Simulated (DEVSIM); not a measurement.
**abrupt Si n-p junction**

Structure: abrupt Si n-p junction, at 300 K.

| layer (left to right) | material | thickness (μm) | Nd (cm⁻³) | Na (cm⁻³) | τn (s) | τp (s) |
|---|---|---|---|---|---|---|
| 1 | Si | 4.80 | 2.2e16 | - | 1.1e-6 | 1.1e-6 |
| 2 | Si | 0.300 | - | 4.2e16 | 1.1e-6 | 1.1e-6 |

Left contact: ohmic. Right contact: ohmic. Voltage is applied to the left contact. Recombination: SRH at mid-gap, Auger. Mobility is constant in doping.

The device is made up for the run: typed textbook-type constants, with dimensions and the other settings drawn at random. Values at 300 K.

```tsv
parameter	Si
gap (eV)	1.124
affinity (eV)	4.05
permittivity	11.7
Nc (cm⁻³)	2.86e19
Nv (cm⁻³)	3.1e19
μn (cm²/Vs)	1417
μp (cm²/Vs)	470
Cn (cm⁶/s)	2.8e-31
Cp (cm⁶/s)	9.9e-32
```

Simulated with DEVSIM: 1D drift-diffusion, Boltzmann statistics, complete ionisation; no tunnelling, impact ionisation, image-force lowering or self-heating.

The potential step across the device at zero bias comes out as 0.768 V and the largest field in the device at zero bias is 57000 V/cm. The dark forward voltage at 1 A/cm² is 0.547 V. The dark forward voltage at 100 A/cm² is 0.679 V.

Dark reverse current:

```json
[
 {"V (V)": "0.10", "J (A/cm²)": "2.8e-9"},
 {"V (V)": "0.25", "J (A/cm²)": "4.9e-9"},
 {"V (V)": "0.50", "J (A/cm²)": "7.8e-9"},
 {"V (V)": "0.75", "J (A/cm²)": "1.0e-8"},
 {"V (V)": "1.00", "J (A/cm²)": "1.3e-8"},
 {"V (V)": "1.50", "J (A/cm²)": "1.7e-8"},
 {"V (V)": "2.00", "J (A/cm²)": "2.1e-8"},
 {"V (V)": "2.50", "J (A/cm²)": "2.5e-8"},
 {"V (V)": "3.25", "J (A/cm²)": "2.9e-8"},
 {"V (V)": "4.00", "J (A/cm²)": "3.4e-8"},
 {"V (V)": "5.00", "J (A/cm²)": "4.0e-8"}
]
```

Dark forward current:

(V (V), J (A/cm²)): (-0.05, -7.1e-9); (-0.10, -4.5e-8); (-0.15, -2.7e-7); (-0.20, -1.8e-6); (-0.25, -1.2e-5); (-0.30, -7.9e-5); (-0.35, -0.00054); (-0.40, -0.0036); (-0.45, -0.025); (-0.50, -0.17); (-0.55, -1.1); (-0.60, -7.4); (-0.65, -44); (-0.70, -180); (-0.75, -490); (-0.80, -980); (-0.85, -1600); (-0.90, -2500)
